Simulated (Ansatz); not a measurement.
AuIn₂ (model structure, started from the C15 type, Fd-3m, No. 227, 6 atoms in the cell), treated with PBEsol (Ansatz, an electronic-structure program, PAW).

Numerical settings: plane-wave cutoff 520 eV, 12×12×12 k mesh, Fermi–Dirac smearing 0.05 eV, scalar-relativistic PAW data made under PBE.

Cell (relaxed at this level):

```cif
data_Au2In4
_chemical_formula_sum 'In4 Au2'
_space_group_name_H-M_alt 'P 1'
_space_group_IT_number 1
_cell_length_a 5.86246
_cell_length_b 5.86246
_cell_length_c 5.86246
_cell_angle_alpha 60.000
_cell_angle_beta 60.000
_cell_angle_gamma 60.000
loop_
_space_group_symop_operation_xyz
  'x, y, z'
loop_
_atom_site_label
_atom_site_type_symbol
_atom_site_fract_x
_atom_site_fract_y
_atom_site_fract_z
_atom_site_occupancy
In1 In 0.62500 0.62500 0.62500 1
In2 In 0.12500 0.62500 0.62500 1
In3 In 0.62500 0.12500 0.62500 1
In4 In 0.62500 0.62500 0.12500 1
Au1 Au 0.25000 0.25000 0.25000 1
Au2 Au 0.00000 0.00000 0.00000 1
```

Task: Estimate the bulk modulus B0 that the calculation returns.

Result: 
* **bulk modulus B0**: 51.1 GPa

The run finds no gap.

Note: the bulk modulus is −V dP/dV from two relaxed cells at ±2 % in volume; the relaxation could raise the start's symmetry but not lower it, so the cell can be a saddle point.

Spin–orbit coupling is not included; it can shift volumes and moduli of such heavy elements.

Static lattice: no zero-point or thermal effects.

It cost about 4 core-minutes (a rough figure) of CPU time.

A model structure was made by putting elements into a prototype or built by hand; it is no filed structure, need not be a known phase, and can be a saddle point held by its symmetry.
